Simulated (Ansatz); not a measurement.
System: ZnS (P3m1, No. 156, 28 atoms in the cell; start mp-556161; a measured phase of this formula has another space group). Method: r²SCAN (plane waves, PAW; Ansatz, an electronic-structure program).

Settings: plane-wave cutoff 560 eV, 12×12×1 k mesh (along the axes of the cell as run), Fermi–Dirac smearing 0.01 eV, scalar-relativistic PAW data made under PBE.

Cell (relaxed at this level):

```cif
data_S14Zn14
_chemical_formula_sum 'Zn14 S14'
_space_group_name_H-M_alt 'P3m1'
_space_group_IT_number 156
_space_group_name_Hall 'P 3 -2"'
_cell_length_a 3.80924
_cell_length_b 3.80924
_cell_length_c 43.60442
_cell_angle_alpha 90.000
_cell_angle_beta 90.000
_cell_angle_gamma 120.000
loop_
_atom_site_label
_atom_site_type_symbol
_atom_site_symmetry_multiplicity
_atom_site_Wyckoff_symbol
_atom_site_fract_x
_atom_site_fract_y
_atom_site_fract_z
_atom_site_occupancy
Zn1 Zn 1 a 0.00000 0.00000 0.14286 1
Zn2 Zn 1 b 0.33333 0.66667 0.64285 1
Zn3 Zn 1 b 0.33333 0.66667 0.21422 1
Zn4 Zn 1 c 0.66667 0.33333 0.07151 1
Zn5 Zn 1 a 0.00000 0.00000 0.85717 1
Zn6 Zn 1 a 0.00000 0.00000 0.57150 1
Zn7 Zn 1 b 0.33333 0.66667 0.78581 1
Zn8 Zn 1 b 0.33333 0.66667 0.35719 1
Zn9 Zn 1 b 0.33333 0.66667 0.00001 1
Zn10 Zn 1 a 0.00000 0.00000 0.42853 1
Zn11 Zn 1 c 0.66667 0.33333 0.92853 1
Zn12 Zn 1 c 0.66667 0.33333 0.28570 1
Zn13 Zn 1 c 0.66667 0.33333 0.50001 1
Zn14 Zn 1 c 0.66667 0.33333 0.71432 1
S1 S 1 a 0.00000 0.00000 0.19638 1
S2 S 1 c 0.66667 0.33333 0.33931 1
S3 S 1 a 0.00000 0.00000 0.91069 1
S4 S 1 b 0.33333 0.66667 0.83932 1
S5 S 1 b 0.33333 0.66667 0.41069 1
S6 S 1 c 0.66667 0.33333 0.55362 1
S7 S 1 b 0.33333 0.66667 0.26774 1
S8 S 1 c 0.66667 0.33333 0.76793 1
S9 S 1 c 0.66667 0.33333 0.98205 1
S10 S 1 b 0.33333 0.66667 0.69636 1
S11 S 1 b 0.33333 0.66667 0.05362 1
S12 S 1 a 0.00000 0.00000 0.48205 1
S13 S 1 a 0.00000 0.00000 0.62501 1
S14 S 1 c 0.66667 0.33333 0.12501 1
```

**Question.** Predict the band gap.

**Answer.** 
- band gap = 2.72 eV (direct)

Computed values are for the static lattice.

A start named mp-… is a Materials Project structure, which need not be a measured phase.
